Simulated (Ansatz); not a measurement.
**How far PBE and r2SCAN part for VSi2, pressure 4.2 GPa**

Take VSi2 (space group P6_222, No. 180; a = 4.566 Å, c = 6.366 Å) as the base.

(Cell as relaxed with PBE.)

Levels (all Ansatz, an electronic-structure program, PAW): PBE (420 eV, no SOC); r2SCAN (500 eV, no spin-orbit coupling).

Each level relaxes its own structure.

```csv
base,PBE,r2SCAN
volume per atom,12.77 Å³,12.49 Å³
lattice parameter a,456.6 pm,453.1 pm
band gap,zero,zero
largest site moment,0.00 μB,0.08 μB
```

Now apply this change: cell and atoms relaxed at a pressure of 4.2 GPa.

```json
[
 {"quantity": "shortest interatomic distance", "PBE": "246.6 pm", "r2SCAN": "…"},
 {"quantity": "c/a ratio", "PBE": "1.397", "r2SCAN": "…"}
]
```

Q: Predict the r2SCAN column.

A: 
- shortest interatomic distance, r2SCAN: 244.9 pm
- c/a ratio, r2SCAN: 1.398

PBE's shortest interatomic distance lies 1.7 pm above r2SCAN's (0.7 %). Neither level is exact; r2SCAN is the comparison here, not a measurement.

The magnetic state is the one reached from the starting moments; the real material's order can differ, and small cells can't hold many antiferromagnetic ones. Load acts through the strain it causes; cell and atoms are relaxed under it. Whether these cells are dynamically stable was not tested. Seeded moments were not kept for the base. Spin-polarised in the final run: r2SCAN pressure 4.2 GPa and r2SCAN base; the other runs are not. An odd electron count without spin: VSi2.
